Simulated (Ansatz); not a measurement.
**SiO2, response to strain**

Base system: SiO2 in the rutile structure (space group P4_2/mnm, No. 136).

```
CELL_PARAMETERS angstrom
      4.23608     0.00000     0.00000
      0.00000     4.23608     0.00000
      0.00000     0.00000     2.69045
ATOMIC_POSITIONS crystal
  Si 0.00000 0.00000 0.00000
  Si 0.50000 0.50000 0.50000
  O  0.30698 0.30698 0.00000
  O  0.80698 0.19302 0.50000
  O  0.19302 0.80698 0.50000
  O  0.69302 0.69302 0.00000
```

Strains are applied to the cell and any free atomic positions relax.

Method: PBE in Ansatz (plane waves to 420 eV, PAW, without spin-orbit coupling).

Notes on the quantities. energy relative to the base: free energy F.

```json
[
 {"variant": "base", "hole mass": "1.9 mₑ along c, 1.1 mₑ across (at Γ)", "band gap": "5.04 eV", "energy relative to the base": "0 meV/atom", "electron mass": "0.36 mₑ along c, 0.45 mₑ across (at Γ)", "volume per atom": "8.05 Å³"},
 {"variant": "isotropic strain −3.00 %", "hole mass": "1.7 mₑ along c, 1.1 mₑ across (at Γ)", "band gap": "6.56 eV", "energy relative to the base": "+63 meV/atom", "electron mass": "0.43 mₑ along c, 0.54 mₑ across (at Γ)", "volume per atom": "7.34 Å³"},
 {"variant": "isotropic strain −2.40 %", "hole mass": "1.7 mₑ along c, 1.1 mₑ across (at Γ)", "band gap": "(withheld)", "energy relative to the base": "(withheld)", "electron mass": "0.40 mₑ along c, 0.52 mₑ across (at Γ)", "volume per atom": "7.48 Å³"},
 {"variant": "isotropic strain −1.20 %", "hole mass": "1.8 mₑ along c, 1.1 mₑ across (at Γ)", "band gap": "5.62 eV", "energy relative to the base": "+9.4 meV/atom", "electron mass": "0.39 mₑ along c, 0.48 mₑ across (at Γ)", "volume per atom": "7.76 Å³"},
 {"variant": "isotropic strain −0.60 %", "hole mass": "1.9 mₑ along c, 1.1 mₑ across (at Γ)", "band gap": "(withheld)", "energy relative to the base": "(withheld)", "electron mass": "0.38 mₑ along c, 0.47 mₑ across (at Γ)", "volume per atom": "7.90 Å³"}
]
```

Problem. What belongs in the blanks?

Solution. 
- isotropic strain −2.40 %, band gap: 6.24 eV
- isotropic strain −2.40 %, energy relative to the base: +39 meV/atom
- isotropic strain −0.60 %, band gap: 5.33 eV
- isotropic strain −0.60 %, energy relative to the base: +2.3 meV/atom

Effective masses come from finite differences of ±0.01 Å⁻¹. Whether these cells are dynamically stable was not tested.

Ansatz is a quantum-chemistry and plane-wave program.
